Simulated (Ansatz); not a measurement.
Consider the following.

```yaml
crystal:
  lattice:
    - [0.01522, 2.35304, 2.38181]
    - [2.41046, 0.01558, 2.38145]
    - [2.42113, 2.36335, 0.00491]
  atoms:
    - { symbol: O, position: [0.00000, 0.00000, 0.00000] }
    - { symbol: Ca, position: [0.50000, 0.50000, 0.50000] }
```

No spin polarisation.

The values are results of Kohn–Sham DFT with the r2SCAN functional, run in Ansatz (a quantum-chemistry and plane-wave program) with PAW and 500 eV plane waves, without spin-orbit coupling, not measurements. Γ-centred 12×12×12 mesh, Fermi–Dirac width 0.05 eV.

**Question.** What gap character does the calculation give?

**Answer.** Indirect, Γ → V.

**Question.** What is the computed stress (xx, yy, zz, yz, xz, xy; compression positive)?

**Answer.** (0.63, 5.37, 2.84, -0.19, -0.15, -0.86) GPa.

**Question.** Estimate the smallest direct gap.

**Answer.** 4.52 eV.

The cells carry an imposed strain or load. Whether these cells are dynamically stable was not tested. The cell was made from CaO in the rock salt structure (space group Fm-3m, No. 225) by this change: strain tensor (xx, yy, zz, yz, xz, xy) = (+0.45, −1.96, −0.76, +0.11, +0.10, +0.54) %.
